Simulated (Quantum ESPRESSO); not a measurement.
Worked example: self-consistent single point of Li₃Ni (I4/mmm, 4 atoms in the cell) in Quantum ESPRESSO.

Computed with LDA (PZ), GBRV 1.5 ultrasoft (LDA) pseudopotentials (plane waves; Quantum ESPRESSO 7.5).

```
Li3Ni
1.0
   -1.90491     1.90491     3.78796
    1.90491    -1.90491     3.78796
    1.90491     1.90491    -3.78796
Li Ni
3 1
Direct
  0.75000   0.25000   0.50000
  0.25000   0.75000   0.50000
  0.50000   0.50000   0.00000
  0.00000   0.00000   0.00000
```

Reference input (self-consistent single point, DFT, PBEsol, plane waves, GBRV 1.5 ultrasoft (PBESOL) pseudopotentials): ecutwfc = 50 Ry; ecutrho = 400 Ry; occupations = smearing; smearing = fd; degauss = 0.0099958 Ry; potentials = {Li: li_pbesol_v1.4.uspp.F.UPF, Ni: ni_pbesol_v1.4.uspp.F.UPF}; K_POINTS = automatic 12 12 12 0 0 0; conv_thr = 1e-09 Ry; mixing_beta = 0.4. This run's input differs from it in these lines:

```diff
@@ -24,4 +24,4 @@
 ATOMIC_SPECIES
-Li     6.9400  li_pbesol_v1.4.uspp.F.UPF
-Ni    58.6934  ni_pbesol_v1.4.uspp.F.UPF
+Li     6.9400  li_lda_v1.4.uspp.F.UPF
+Ni    58.6934  ni_lda_v1.4.uspp.F.UPF
 ATOMIC_POSITIONS {crystal}
```

Output, abridged:

```
     Self-consistent Calculation

     iteration #  1     ecut=    50.00 Ry     beta= 0.40

---- Real-time Memory Report at c_bands before calling an iterative solver
           208 MiB given to the printing process from OS
           140 MiB allocation reported by mallinfo(arena+hblkhd)
------------------

     total energy              =    -359.07146800 Ry
     estimated scf accuracy    <      77.87872331 Ry

     iteration #  2     ecut=    50.00 Ry     beta= 0.40

---- Real-time Memory Report at c_bands before calling an iterative solver
           316 MiB given to the printing process from OS
   [... lines left out ...]

---- Real-time Memory Report at c_bands before calling an iterative solver
           322 MiB given to the printing process from OS
           159 MiB allocation reported by mallinfo(arena+hblkhd)
------------------

     total energy              =    -386.04816526 Ry
     estimated scf accuracy    <       0.00000003 Ry

     iteration # 31     ecut=    50.00 Ry     beta= 0.40

---- Real-time Memory Report at c_bands before calling an iterative solver
           322 MiB given to the printing process from OS
           159 MiB allocation reported by mallinfo(arena+hblkhd)
------------------
     End of self-consistent calculation

     the Fermi energy is     4.5539 ev

!    total energy              =    -386.04816526 Ry
     estimated scf accuracy    <          1.7E-10 Ry
     smearing contrib. (-TS)   =      -0.00848672 Ry
     internal energy E=F+TS    =    -386.03967854 Ry

     convergence has been achieved in  31 iterations

     Forces acting on atoms (cartesian axes, Ry/au):

     atom    1 type  1   force =     0.00000000    0.00000000    0.00000000
   [... zero for the other atoms too ...]

     Total force =     0.000000     Total SCF correction =     0.000000

          total   stress  (Ry/bohr**3)                   (kbar)     P=      -30.14
  -0.00018814   0.00000000   0.00000000          -27.68        0.00        0.00
   0.00000000  -0.00018814   0.00000000            0.00      -27.68        0.00
   0.00000000   0.00000000  -0.00023836            0.00        0.00      -35.06

   JOB DONE.
```

The run converged in 31 iterations. Against the reference run the pressure goes from -0.78 to -3.01 GPa.

The starting cell comes from a database of computed structures (which also holds hypothetical and non-ambient phases and stackings), without a prior relaxation at this level. Spin polarisation is off. With a pressure of about -3 GPa the cell is away from its equilibrium volume at this level.

Cost on one core of a shared machine: roughly 3 min.
